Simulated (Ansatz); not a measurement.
## BeS (model structure, started from the GeS type, P4/nmm, No. 129, 8 atoms in the cell)

These are PBEsol in Ansatz (PAW) values and carry that method's errors.

Numerical settings: plane-wave cutoff 500 eV, 6×14×12 k mesh (along the axes of the cell as run), Fermi–Dirac smearing 0.05 eV, scalar-relativistic PAW data made under PBE.

Cell (relaxed at this level):

BeS is modelled in the tetragonal space group P4/nmm, origin choice 1 (No. 129), Pearson symbol tP4. Lattice parameters: a = b = 3.452 Å, c = 5.622 Å, α = β = γ = 90.00°. Be on 2b sees 4 S at 2.113 Å (tetrahedral). S on 2c sees 4 Be at 2.113 Å. (Neighbours: up to the widest gap in distance over summed covalent radii, below 1.35, at either atom; cation-cation and far metal-metal contacts left out.)
(The calculation used a cell of 8 atoms; values per cell refer to that cell.)

- band gap: 3.39 eV (on the SCF k mesh)

Note: the relaxation could raise the start's symmetry but not lower it, so the cell can be a saddle point; the cell has widely spaced layers and the level no dispersion term, so their spacing and the moduli can rest on weak binding.

Computed values are for the static lattice.

It cost roughly 23 core-minutes of CPU time.

A model structure was made by putting elements into a prototype or built by hand; it is no filed structure, need not be a known phase, and can be a saddle point held by its symmetry.

Ansatz is a quantum-chemistry and plane-wave program.
